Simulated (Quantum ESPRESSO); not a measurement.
Input and output of a self-consistent single point for WO₂F (Cc, 8 atoms in the cell) (Quantum ESPRESSO).

Computed with LDA (PZ), GBRV 1.5 ultrasoft (LDA) pseudopotentials (plane waves; Quantum ESPRESSO).

```
WO2F
1.0
    4.68708    -2.75265     0.00000
    4.68708     2.75265     0.00000
   -3.34974     0.00000     4.51696
W O F
2 4 2
Direct
  0.25084   0.80310   0.84248
  0.80310   0.25084   0.34248
  0.06309   0.50401   0.59702
  0.50401   0.06309   0.09702
  0.01009   0.03815   0.60150
  0.03815   0.01009   0.10150
  0.53048   0.55782   0.59535
  0.55782   0.53048   0.09535
```
Moments meant for the start (each program seeds them in its own way; μB, in the order of the atoms W W O O O O F F): 1.0 1.0 0.0 0.0 0.0 0.0 0.0 0.0.

Reference input (self-consistent single point, DFT, LDA (PZ), plane waves, GBRV 1.5 ultrasoft (LDA) pseudopotentials): ecutwfc = 40 Ry; ecutrho = 320 Ry; occupations = smearing; smearing = methfessel-paxton; degauss = 0.0073499 Ry; nspin = 2; potentials = {W: w_lda_v1.2.uspp.F.UPF, O: o_lda_v1.2.uspp.F.UPF, F: f_lda_v1.4.uspp.F.UPF}; K_POINTS = automatic 5 5 5 0 0 0; conv_thr = 1e-09 Ry; mixing_beta = 0.4. This run's input differs from it in these lines:

```diff
@@ -21,3 +21,3 @@
 &ELECTRONS
-   conv_thr = 1.0d-9
+   conv_thr = 7.3e-03
    mixing_beta = 0.4
```

Output, abridged:

```
     Self-consistent Calculation

     iteration #  1     ecut=    40.00 Ry     beta= 0.40

     negative rho (up, down):  6.448E-02 5.866E-02

     total energy              =    -544.40667198 Ry
     estimated scf accuracy    <       2.39036825 Ry

     total magnetization       =     0.41 Bohr mag/cell
     absolute magnetization    =     0.50 Bohr mag/cell

     iteration #  2     ecut=    40.00 Ry     beta= 0.40

     negative rho (up, down):  6.491E-02 6.035E-02

     total energy              =    -545.03358247 Ry
     estimated scf accuracy    <       0.65902223 Ry

     total magnetization       =     0.19 Bohr mag/cell
   [... lines left out ...]

     iteration #  4     ecut=    40.00 Ry     beta= 0.40

     negative rho (up, down):  6.353E-02 6.303E-02

     Magnetic moment per site  (integrated on atomic sphere of radius R)
     atom   1 (R=0.141)  charge=  8.0987  magn=  0.0144
     atom   2 (R=0.141)  charge=  8.0987  magn=  0.0144
     atom   3 (R=0.141)  charge=  5.1929  magn= -0.0119
     atom   4 (R=0.141)  charge=  5.1929  magn= -0.0119
     atom   5 (R=0.141)  charge=  5.1808  magn= -0.0131
     atom   6 (R=0.141)  charge=  5.1808  magn= -0.0131
     atom   7 (R=0.158)  charge=  6.6592  magn= -0.0040
     atom   8 (R=0.158)  charge=  6.6592  magn= -0.0040
     End of self-consistent calculation

     the Fermi energy is     7.3342 ev

!    total energy              =    -545.15749133 Ry
     estimated scf accuracy    <       0.00720775 Ry
     smearing contrib. (-TS)   =       0.00015491 Ry
     internal energy E=F+TS    =    -545.15764623 Ry

     total magnetization       =    -0.00 Bohr mag/cell
     absolute magnetization    =     0.13 Bohr mag/cell

     convergence has been achieved in   4 iterations

     negative rho (up, down):  6.353E-02 6.303E-02

     Forces acting on atoms (cartesian axes, Ry/au):

     atom    1 type  1   force =     0.02468301    0.02064717    0.02283658
     atom    2 type  1   force =     0.02468301   -0.02064717    0.02283658
     atom    3 type  2   force =    -0.01744933    0.01718697   -0.01122477
   [... lines left out ...]
     Total force =     0.071606     Total SCF correction =     0.013760
   [... lines left out ...]

     negative rho (up, down):  6.353E-02 6.303E-02
          total   stress  (Ry/bohr**3)                   (kbar)     P=      -80.24
  -0.00054761   0.00000000   0.00004803          -80.56        0.00        7.07
   0.00000000  -0.00049129   0.00000000            0.00      -72.27        0.00
   0.00004803   0.00000000  -0.00059740            7.07        0.00      -87.88

   JOB DONE.
```

The run converged in 4 iterations. Against the reference run the free energy goes up by 1.3 meV/atom, the pressure goes from -7.88 to -8.02 GPa and the largest force goes from 1.082 to 1.015 eV/Å. The full log also holds: “SCF correction compared to forces is large: reduce conv_thr to get better values”.

The starting cell comes from a database of computed structures (which also holds hypothetical and non-ambient phases and stackings), without a prior relaxation at this level. Its lattice was rescaled by a random factor within 2.5 % of one. The starting moments vanished: the run ended non-magnetic. With a pressure of about -8 GPa the cell is away from its equilibrium volume at this level. Forces in this geometry exceed 1 eV/Å.

Cost on one core of a shared machine: roughly 2 min.
